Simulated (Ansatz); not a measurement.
LiF (model structure, F-43m, No. 216, 2 atoms in the cell) was calculated with r²SCAN (PAW; Ansatz, a first-principles code).

Input file:

Ansatz 0.2 input:
```yaml
crystal:
  lattice:
    - [0.0, 2.1556205214, 2.1556205214]
    - [2.1556205214, 0.0, 2.1556205214]
    - [2.1556205214, 2.1556205214, 0.0]
  atoms:
    - { symbol: Li, position: [0.0, 0.0, 0.0] }
    - { symbol: F, position: [0.25, 0.25, 0.25] }
basis:
  ecutwfc: 560
  ecutrho_ratio: 4
  xc_grid: 3
kpoints:
  mp_grid: { grid: [14, 14, 14] }
  band_path:
    path:
      - [0.0, 0.0, 0.0]
      - [-0.033333, -0.033333, 0.0]
      - [-0.066667, -0.066667, 0.0]
      - [-0.1, -0.1, 0.0]
      - [-0.133333, -0.133333, 0.0]
      - [-0.166667, -0.166667, 0.0]
      - [-0.2, -0.2, 0.0]
      - [-0.233333, -0.233333, 0.0]
      - [-0.266667, -0.266667, 0.0]
      - [-0.3, -0.3, 0.0]
      - [-0.333333, -0.333333, 0.0]
      - [-0.366667, -0.366667, 0.0]
      - [-0.4, -0.4, 0.0]
      - [-0.433333, -0.433333, 0.0]
      - [-0.466667, -0.466667, 0.0]
      - [-0.5, -0.5, 0.0]
      - [-0.46875, -0.46875, 0.0625]
      - [-0.4375, -0.4375, 0.125]
      - [-0.40625, -0.40625, 0.1875]
      - [-0.375, -0.375, 0.25]
      - [-0.375, 0.0, 0.375]
      - [-0.351562, 0.0, 0.351562]
      - [-0.328125, 0.0, 0.328125]
      - [-0.304688, 0.0, 0.304688]
      - [-0.28125, 0.0, 0.28125]
      - [-0.257812, 0.0, 0.257812]
      - [-0.234375, 0.0, 0.234375]
      - [-0.210938, 0.0, 0.210938]
      - [-0.1875, 0.0, 0.1875]
      - [-0.164062, 0.0, 0.164062]
      - [-0.140625, 0.0, 0.140625]
      - [-0.117188, 0.0, 0.117188]
      - [-0.09375, 0.0, 0.09375]
      - [-0.070312, 0.0, 0.070312]
      - [-0.046875, 0.0, 0.046875]
      - [-0.023438, 0.0, 0.023438]
      - [0.0, 0.0, 0.038462]
      - [0.0, 0.0, 0.076923]
      - [0.0, 0.0, 0.115385]
      - [0.0, 0.0, 0.153846]
      - [0.0, 0.0, 0.192308]
      - [0.0, 0.0, 0.230769]
      - [0.0, 0.0, 0.269231]
      - [0.0, 0.0, 0.307692]
      - [0.0, 0.0, 0.346154]
      - [0.0, 0.0, 0.384615]
      - [0.0, 0.0, 0.423077]
      - [0.0, 0.0, 0.461538]
      - [0.0, 0.0, 0.5]
      - [-0.05, -0.025, 0.475]
      - [-0.1, -0.05, 0.45]
      - [-0.15, -0.075, 0.425]
      - [-0.2, -0.1, 0.4]
      - [-0.25, -0.125, 0.375]
      - [-0.3, -0.15, 0.35]
      - [-0.35, -0.175, 0.325]
      - [-0.4, -0.2, 0.3]
      - [-0.45, -0.225, 0.275]
      - [-0.5, -0.25, 0.25]
      - [-0.5, -0.285714, 0.214286]
      - [-0.5, -0.321429, 0.178571]
      - [-0.5, -0.357143, 0.142857]
      - [-0.5, -0.392857, 0.107143]
      - [-0.5, -0.428571, 0.071429]
      - [-0.5, -0.464286, 0.035714]
    npoints: 1
hamiltonian:
  xc: r2scan
  dispersion: none
  pseudopotentials: { kind: paw }
scf:
  occupations: { method: fermi_dirac, width: 0.01 }
  convergence: { dr2_threshold: 0.0000000002 }
output:
  forces: true
  stress: true
  eigenvalues: true
  write_bands: true
```

Problem. How many irreducible k-points, plane waves at Γ does the program set up, and what pressure does the run end with?

Solution. 104 irreducible k-points, 609 plane waves at Γ; P = -0.84 GPa, so the cell is stretched on average and its volume would shrink at this level.

From the output:

```
Crystal: 2 atoms, lattice volume = 20.033 Å³
Basis set: ecut = 560 eV, 609 PW (Γ), exchange–correlation on 72×72×72 points (27 copies of the dense FFT grid, shifted against one another)
Bands: 9, of which v1, the nominal top of the filled ones, is band 5 counted from 1 (4 counted from 0)
Symmetry: 24 space group operations
Space group: F-43m (ITA 216), of the structure as read, at distance tolerance 2.7e-5 Å
k-points: 104 of 2744 (time reversal used)
Functional: x = r2scan, c = r2scan; τ floored in thin density (d = 2e-4 eV/Å³)
SCF iter   1: F=—  HF=-1018.201731 eV  |F-HF|=—  |Δ(HF+E_count)|=         —  Δρ=6.89e-3  dr2=8.03e-3  dr2_τ=3.36e-2
SCF iter   2: F=—  HF=-1018.246575 eV  |F-HF|=—  |Δ(HF+E_count)|=   4.48e-2  Δρ=4.51e-3  dr2=1.02e-3  dr2_τ=3.33e-4
  ...
SCF iter   6: F=—  HF=-1018.246484 eV  |F-HF|=—  |Δ(HF+E_count)|=   6.37e-7  Δρ=4.15e-6  dr2=1.89e-9  dr2_τ=2.82e-10
SCF iter   7: F=-1018.246484 eV  HF=-1018.246484 eV  |F-HF|=2.68e-10  |Δ(HF+E_count)|=  9.36e-10  Δρ=5.62e-7  dr2=2.22e-11  dr2_τ=1.25e-11
SCF 1 converged in 7 iterations: F = -1018.246484 eV  dr2 = 2.22e-11
SCF converged after 7 iterations
Free energy (F): -1018.246484 eV
Internal energy: -1018.246484 eV  (E = F + TS)
E sigma→0 (E₀):  -1018.246484 eV
Fermi energy:    2.707933 eV
--- Stress (GPa, compression-positive) ---
       -0.844611      -0.000000      -0.000000
       -0.000000      -0.844611       0.000000
       -0.000000       0.000000      -0.844611
  P = ⅓ Tr σ = -0.8446 GPa (-8.446 kbar)
```

The PAW data were made under PBE.

Note: the relaxation could raise the start's symmetry but not lower it, so the cell can be a saddle point. Note: cell and atoms aren't relaxed at this level (pressure -0.8 GPa).

Computing time: around 5 core-seconds (rough).

A model structure was made by putting elements into a prototype or built by hand; it is no filed structure, need not be a known phase, and can be a saddle point held by its symmetry.
